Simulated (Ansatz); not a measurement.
## Be: stress against strain

Be (hcp, P6_3/mmc, 7.907 Å³/atom at rest, c along z) under an equal strain ε in the (0001) plane with the normal axis free, as in a coherent film. PBE in Ansatz, a plane-wave DFT program (PAW, default set), 420 eV, 29×29×16 Γ-centred mesh, Fermi-Dirac smearing 0.10 eV; ions are relaxed within the symmetry of each cell. Stress is positive for a compressed cell.

Here s stands for strain and y for stress xx.

```
strain (%)  stress xx (GPa)
----------  ---------------
-3.00                     ?
-1.50                  5.51
-1.00                  3.59
-0.50                  1.75
0.00                  -0.01
0.50                  -1.67
1.00                  -3.26
1.50                  -4.78
```

Using a straight line, estimate the missing y at s = -3.00 from the other rows, showing the fit.

Means: s 0, y 0.161. About the means, the sum of products is -23.995 and the sum of squares of s is 7.0000; the slope is their ratio. Least squares gives y = 0.161 - 3.4279·s. Residuals (row less fit): 0.207, 0.001, -0.125, -0.171, -0.117, 0.007, 0.201; standard error 0.168 (degrees of freedom: 5). The slope gives the biaxial elastic modulus of this plane = 343 ± 6 GPa. At the withheld row, y = 0.161 - 3.4279 × (-3.0) = 10.445 GPa. The calculation gives 11.87 GPa, 1.425 GPa above the prediction (8.6 % of the range of y in the table). The row lies outside the fitted rows, so this is an extrapolation. From the scatter of the fitted rows alone, a prediction at this place has a standard error of 0.262 GPa, so the miss is 5.4 times that.

One order more, fitted to all 13 runs of the series, follows each within 0.03, so the miss is the next term of a smooth law. In a metal these values are sensitive to mesh and smearing; energies are taken to zero smearing, stresses follow the free energy. Rows are the converged runs of the series near zero and its far end; series whose fitted rows scatter by over a few per cent of the range, as at a crossing or softening among them, aren't shown in this form. Most that stay on the fit to the last digits aren't either.
